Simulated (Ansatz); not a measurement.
Take Ru in the hcp (Mg type) structure (space group P6_3/mmc, No. 194; a = 2.7046 Å, c = 4.2601 Å) as the base. Axes: x lies along a and z along c of the hexagonal cell.

Calculations: DFT with r2SCAN, PAW potentials and a 500 eV plane-wave cutoff in Ansatz (a first-principles code), no SOC.

For the base:

```
Item                Value
---------------  --------
Pressure          0.0 GPa
Band gap             zero
Volume per atom  13.49 Å³
```

One thing is altered: biaxial strain −0.83 %, plane normal [001], relaxed out of plane (Cartesian); in-plane vectors clamped, the third vector and the atoms free.

What happens to the pressure?

The pressure (mean of the normal stresses, compression positive) goes from zero to 4.1 GPa.

Estimate the effect on the band gap.

The band gap is still zero.

Estimate the effect on the volume per atom.

The volume per atom falls by 0.16 Å³ to 13.33 Å³.

Stability against distortions was not tested. The final runs are not spin-polarised.
